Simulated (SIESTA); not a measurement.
Input and output of a self-consistent single point for AlGa3N4 (P-43m, 8 atoms in the cell) (SIESTA).

Method of the run: LDA PW92, numerical atomic orbitals DZP, PseudoDojo LDA standard norm-conserving potentials (rewritten from UPF to PSML) in SIESTA.

```
CELL_PARAMETERS angstrom
      4.47169     0.00000     0.00000
      0.00000     4.47169     0.00000
      0.00000     0.00000     4.47169
ATOMIC_POSITIONS crystal
  Al 0.00000 0.00000 0.00000
  Ga 0.50000 0.50000 0.00000
  Ga 0.00000 0.50000 0.50000
  Ga 0.50000 0.00000 0.50000
  N  0.75571 0.75571 0.24429
  N  0.75571 0.24429 0.75571
  N  0.24429 0.24429 0.24429
  N  0.24429 0.75571 0.75571
```

Reference input (self-consistent single point, DFT, GGA PBEsol, numerical atomic orbitals DZP, PseudoDojo PBEsol standard norm-conserving potentials (rewritten from UPF to PSML)): XC.functional = GGA; XC.authors = PBEsol; potentials = PseudoDojo PBEsol standard; PAO.BasisSize = DZP; PAO.EnergyShift = 0.01 Ry; MeshCutoff = 300 Ry; kgrid.MonkhorstPack = 6 6 6; OccupationFunction = FD; ElectronicTemperature = 10 K; MaxSCFIterations = 150; SCF.Mixer.Method = Pulay; SCF.Mixer.Weight = 0.2. This run's input differs from it in these lines:

```diff
@@ -1,2 +1,2 @@
-# files in the folder: Al.psml Ga.psml N.psml (PseudoDojo PBEsol standard)
+# files in the folder: Al.psml Ga.psml N.psml (PseudoDojo LDA standard)
 SystemName  AlGa3N4
@@ -29,4 +29,4 @@
 
-XC.functional                GGA
-XC.authors                   PBEsol
+XC.functional                LDA
+XC.authors                   PW92
 PAO.BasisSize                DZP
```

Output, abridged:

```
        iscf     Eharris(eV)        E_KS(eV)     FreeEng(eV)     dDmax    Ef(eV) dHmax(eV)
   scf:    1    -7391.180785    -7419.562677    -7419.562677  1.397179 -6.432157  7.625101
   scf:    2    -7433.123936    -7427.345348    -7427.345348  0.075545 -5.850723  3.463085
   scf:    3    -7429.812673    -7429.189616    -7429.189616  0.075263 -5.491235  1.006612
   scf:    4    -7429.255424    -7429.226861    -7429.226861  0.035958 -5.577388  0.306487
   scf:    5    -7429.232392    -7429.230442    -7429.230442  0.011910 -5.586651  0.049300
   scf:    6    -7429.231183    -7429.230992    -7429.230992  0.002887 -5.585734  0.008587
   scf:    7    -7429.231037    -7429.231017    -7429.231017  0.001018 -5.580569  0.004896
   scf:    8    -7429.231018    -7429.231018    -7429.231018  0.000387 -5.581271  0.002285
   scf:    9    -7429.231020    -7429.231019    -7429.231019  0.000145 -5.580631  0.000123
   scf:   10    -7429.231019    -7429.231019    -7429.231019  0.000003 -5.580620  0.000020
SCF Convergence by DM+H criterion
max |DM_out - DM_in|         :     0.0000031145
max |H_out - H_in|      (eV) :     0.0000203096
SCF cycle converged after 10 iterations

Using DM_out to compute the final energy and forces

siesta: E_KS(eV) =            -7429.2310

siesta: E_KS - E_eggbox =     -7429.2310

siesta: Atomic forces (eV/Ang):
     1   -0.000000   -0.000000    0.000000
     2    0.000000   -0.000000   -0.000000
     3   -0.000000   -0.000000    0.000000
     4    0.000000   -0.000000    0.000000
     5    0.003973    0.003973   -0.003973
     6    0.003973   -0.003973    0.003973
     7   -0.003973   -0.003973   -0.003973
     8   -0.003973    0.003973    0.003973
   Tot   -0.000000   -0.000000    0.000000
   Max    0.003973
   Res    0.002809    sqrt( Sum f_i^2 / 3N )
   Max    0.003973    constrained

   [... lines left out ...]
siesta: FreeEng =     -7429.231019
   [... lines left out ...]
siesta:     0.025203   -0.000000   -0.000000
siesta:    -0.000000    0.025203   -0.000000
siesta:    -0.000000   -0.000000    0.025203

siesta: Cell volume =         89.415964 Ang**3

siesta: Pressure (static):
siesta:                Solid            Molecule  Units
siesta:          -0.00027450         -0.00027671  Ry/Bohr**3
siesta:          -0.02520318         -0.02540639  eV/Ang**3
siesta:         -40.37994124        -40.70553048  kBar
```

The run converged in 10 iterations. Against the reference run the pressure goes from 1.75 to -4.04 GPa, the largest force moves little (0.010 to 0.007 eV/Å) and the gap on the mesh goes from 2.417 to 2.504 eV.

The starting cell comes from a database of computed structures (which also holds hypothetical and non-ambient phases and stackings), without a prior relaxation at this level. Values carry the incompleteness of an atom-centred basis. With a pressure of about -4 GPa the cell is away from its equilibrium volume at this level.

Cost on one core of a shared machine: roughly 50 s.
